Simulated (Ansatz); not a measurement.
**What tensor shear ε_xy = +1.43 % does to TiC**

Take TiC in the rock salt structure (space group Fm-3m, No. 225; a = 4.328 Å; relaxed with 0.1 eV smearing) as the base. Axes: x, y, z lie along the cube axes.

One thing is altered: a pure shear with ε_xy = ε_yx = 0.0143, atoms relaxed at fixed cell.

The values are results of r2SCAN/PAW in Ansatz (a first-principles code), no spin-orbit coupling, not measurements. k-mesh 23×23×23 (Γ-centred); smearing 0.1 eV (Fermi–Dirac).

```json
[
 {"quantity": "volume per atom", "base": "10.13 Å³", "changed": "10.13 Å³", "shift": "0.00 Å³"},
 {"quantity": "shortest interatomic distance", "base": "2.164 Å", "changed": "2.164 Å", "shift": "0.000 Å"},
 {"quantity": "energy relative to the base (free energy F)", "base": "0 meV/atom", "changed": "+4.9 meV/atom", "shift": "+4.9 meV/atom"},
 {"quantity": "pressure (mean of the normal stresses, compression positive)", "base": "0.0 GPa", "changed": "0.1 GPa", "shift": "+0.1 GPa"},
 {"quantity": "band gap", "base": "zero", "changed": "zero", "shift": "–"},
 {"quantity": "stress (xx, yy, zz, yz, xz, xy; compression positive)", "base": "–", "changed": "(0.1, 0.1, 0.0, 0.0, 0.0, -5.4) GPa", "shift": "–"}
]
```

Final structure:

```xyz
2
Lattice="0.0309 2.1639 2.1639 2.1639 0.0309 2.1639 2.1949 2.1949 0.0000" Properties=species:S:1:pos:R:3 pbc="T T T"
Ti     0.0000     0.0000     0.0000
C      2.1949     2.1949     2.1639
```

The cells carry an imposed strain or load. No phonon test of stability was made. The final runs are not spin-polarised.
